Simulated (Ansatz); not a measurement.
# Effective masses and thermopower of BeTe under load (space group I-4m2)

Here is the system:

```xyz
2
Lattice="0.0000 2.8582 2.7565 2.8582 0.0000 2.7565 2.8582 2.8582 0.0000" Properties=species:S:1:pos:R:3 pbc="T T T"
Be     0.0000     0.0000     0.0000
Te     4.2873     4.2873     4.1347
```

All values below come from PBEsol with spin-orbit coupling, rigid bands (plane waves, PAW; Ansatz, a quantum-chemistry and plane-wave program). Condition of this run: biaxial stress xx = yy = -2 GPa (compression positive) (the target of the relaxation). How the cell was made: cell and atoms relaxed with PBEsol, then loaded as said.

The band gap is 1.37 eV and the electron conductivity mass (300 K, dilute) comes out as 0.28 (x), 0.28 (y), 1.57 (z) mₑ. The hole conductivity mass (300 K, dilute) comes out as 0.39 (x), 0.39 (y), 0.31 (z) mₑ and the effective density of states N_c (300 K) comes out as 8.6e18 cm⁻³. The effective density of states N_v (300 K) comes out as 4.6e18 cm⁻³ and the density-of-states mass, electrons is 0.49 mₑ. The density-of-states mass, holes comes out as 0.32 mₑ and the Seebeck coefficient, n-type 1e19 cm⁻³, 300 K comes out as -211 μV/K. The best n-type power factor at 300 K for τ = 10 fs (best axis; densities from 1e16 to 1e21 cm⁻³ tried, whether or not they can be reached) comes out as 7.7 μW/(cm·K²) at 3e20 cm⁻³, the Seebeck coefficient, p-type 1e19 cm⁻³, 300 K is 183 μV/K and the best p-type power factor at 300 K for τ = 10 fs (best axis; densities from 1e16 to 1e21 cm⁻³ tried, whether or not they can be reached) is 4.7 μW/(cm·K²) at 1e20 cm⁻³.

Rigid bands; masses and Seebeck coefficients take one relaxation time τ for all states and one kind of carrier; polarons and phonon drag are left out.
